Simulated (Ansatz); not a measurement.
WTe2 (space group Fm-3m, No. 225; a hypothetical phase, not in the database extracts checked)

```
WTe2
1.0
    0.00000     3.28474     3.28474
    3.28474     0.00000     3.28474
    3.28474     3.28474     0.00000
W Te
1 2
Direct
  0.00000   0.00000   0.00000
  0.25000   0.25000   0.25000
  0.75000   0.75000   0.75000
```

Computed with PBEsol (Ansatz, a first-principles code; PAW; 420 eV plane waves; spin-orbit coupling left out), earlier PAW set. Settings: 12×12×12 k-points, 0.05 eV Fermi–Dirac smearing.

```yaml
volume_per_atom: 23.63 Å³
density: 10.29 g/cm³
band_gap: zero
total_energy: -8019.778 eV/atom (σ→0; compares only within this code and set-up)
```

Stability against distortions was not tested. All final runs are without spin polarisation. WTe2 has a high density of states at the Fermi level and may be magnetic at this level.
